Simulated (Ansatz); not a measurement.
Start from Y in the hcp (Mg type) structure (space group P6_3/mmc, No. 194; a = 3.594 Å, c = 5.610 Å; relaxed with 0.1 eV smearing). Axes: x lies along a and z along c of the hexagonal cell.

Level of theory: plane-wave PAW DFT at the PBEsol level (Ansatz, a program for electronic structure, 420 eV), no SOC.

Modification: the cell is scaled by 0.9900 in all directions, atoms relaxed at fixed cell.

Problem. Predict the stress tensor and what it implies for the stiffness.

Solution. Stress of the strained cell less that of the base (GPa, compression positive):
```
    1.3     0.0     0.0
    0.0     1.3     0.0
    0.0     0.0     1.4
```

Then B = −ΔP/(ΔV/V₀) with ΔV/V₀ = -0.0297 gives secant stiffness values (nonlinear terms included at this strain): B (at held cell shape, above the free-shape value) ≈ 45 GPa.

No phonon test of stability was made. The final runs are not spin-polarised.
